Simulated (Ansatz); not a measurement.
# Mo: transverse stress against strain

Mo (bcc, Im-3m, 15.062 Å³/atom at rest, cube axes along x, y and z) under a strain ε along a cube axis (axis z), the other axes held. LDA in Ansatz, a plane-wave DFT program (PAW, default set), 420 eV, 30×30×30 Γ-centred mesh, Fermi-Dirac smearing 0.10 eV; ions are relaxed within the symmetry of each cell. Stress is positive for a compressed cell.

Here s stands for strain and y for stress xx.

```csv
strain (%),stress xx (GPa)
-3.00,?
-1.50,2.83
-1.00,1.86
-0.50,0.92
0.00,0.00
0.50,-0.89
1.00,-1.76
1.50,-2.60
```

### Question
Fit y against s with a straight line, and predict the withheld value at s = -3.00.

### Answer
Means: s 0, y 0.051. About the means, the sum of products is -12.670 and the sum of squares of s is 7.0000; the slope is their ratio. Least squares gives y = 0.051 - 1.8100·s. Residuals (row less fit): 0.064, -0.001, -0.036, -0.051, -0.036, -0.001, 0.064; standard error 0.052 (degrees of freedom: 5). The slope gives the elastic constant C12 = 181 ± 2.0 GPa. At the withheld row, y = 0.051 - 1.8100 × (-3.0) = 5.481 GPa. The calculation gives 5.96 GPa, 0.479 GPa above the prediction (5.6 % of the range of y in the table). The row lies outside the fitted rows, so this is an extrapolation. From the scatter of the fitted rows alone, a prediction at this place has a standard error of 0.081 GPa, so the miss is 5.9 times that.

One order more, fitted to all 13 runs of the series, follows each within 0.02, so the miss is the next term of a smooth law. In a metal these values are sensitive to mesh and smearing; energies are taken to zero smearing, stresses follow the free energy. Rows are the converged runs of the series near zero and its far end; series whose fitted rows scatter by over a few per cent of the range, as at a crossing or softening among them, aren't shown in this form. Most that stay on the fit to the last digits aren't either.
